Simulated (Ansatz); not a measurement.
# How the band gap of GeCl₂ (model structure, from the CdI2 type, P-3m1, No. 164) moves with the method

No measured value is used here.

```json
[
 {"level (code)": "LDA (Ansatz)", "value (eV)": "2.23 (indirect)"},
 {"level (code)": "PBE+SOC (Ansatz)", "value (eV)": "2.41 (indirect)"},
 {"level (code)": "r²SCAN+SOC (Ansatz)", "value (eV)": "2.70 (indirect)"},
 {"level (code)": "HSE06+SOC (Ansatz)", "value (eV)": "3.31 (indirect)"},
 {"level (code)": "PBE0 (Ansatz)", "value (eV)": "4.03 (indirect)"}
]
```

Computed values are for a static lattice. Levels without +SOC have no spin–orbit coupling; where heavier elements are present it shifts gaps, mostly down, and can invert bands.  HSE06+SOC, PBE0: the gap is read on the k mesh or supercell of the run alone and can be too large. Values are at the PBE-D3(BJ) cell. Cutoffs and k meshes differ between the levels. Ansatz's density-functional and Hartree–Fock values are scalar-relativistic unless marked +SOC, with PAW data made under PBE.

A model structure was made by putting elements into a prototype or built by hand; it is no filed structure, need not be a known phase, and can be a saddle point held by its symmetry.

Ansatz is a program for electronic structure.
